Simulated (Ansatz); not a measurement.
Base system: AlPt (space group P2_13, No. 198; a = 4.868 Å; a cell from a computed database, its experimental status unchecked). Axes: x, y, z lie along the cube axes.

The values are results of PBEsol, PAW, 420 eV (Ansatz, a quantum-chemistry and plane-wave program; no spin-orbit coupling), not measurements.

For the base:

| Property | Value |
|---|---|
| Pressure | 0.0 GPa |
| Shortest interatomic distance | 2.596 Å |

The change: the cell is stretched by 2.63 % along y with no lateral relaxation; the atoms relax in the strained cell.

How does this affect the energy relative to the base, largest internal atomic displacement, pressure and shortest interatomic distance?

The energy goes up by 9.1 meV/atom; the largest internal atomic displacement comes out as 0.011 Å; the pressure (mean of the normal stresses, compression positive) goes from zero to -4.8 GPa; the shortest interatomic distance stays essentially unchanged (2.596 Å against 2.595 Å).

Without a gap, meshes like the base's 10×10×10 leave anisotropic stresses uncertain by several tenths of a GPa, and small strain energies with them. Stability against distortions was not tested. The final runs are not spin-polarised.
